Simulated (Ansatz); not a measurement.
How the band gap of HgTe (P3₂21, No. 154; start mp-1071269; another space group than a measured phase of this formula) moves with the method

No measured value is used here.

```json
[
 {"level (code)": "LDA (Ansatz)", "value (eV)": "0.36", "cell (Å³/atom)": "28.59"},
 {"level (code)": "PBEsol+SOC (Ansatz)", "value (eV)": "0.28 (indirect)", "cell (Å³/atom)": "29.85"},
 {"level (code)": "r²SCAN+SOC (Ansatz)", "value (eV)": "0.49 (indirect)", "cell (Å³/atom)": "29.85"},
 {"level (code)": "HSE06+SOC (Ansatz)", "value (eV)": "0.71 (indirect)", "cell (Å³/atom)": "29.85"}
]
```

Computed values are for a static lattice. Levels without +SOC have no spin–orbit coupling; where heavier elements are present it shifts gaps, mostly down, and can invert bands.  LDA: the gap is read on the k mesh or supercell of the run alone and can be too large. LDA: the relaxation could not lower the start's symmetry, so the cell can be a saddle point above a distorted one. Values are at the PBEsol cell; LDA at the level's own relaxed cell. Cutoffs and k meshes differ between the levels. Ansatz's density-functional and Hartree–Fock values are scalar-relativistic unless marked +SOC, with PAW data made under PBE.

A start named mp-… is a Materials Project structure, which can be a computed phase never made.

Ansatz is a quantum-chemistry and plane-wave program.
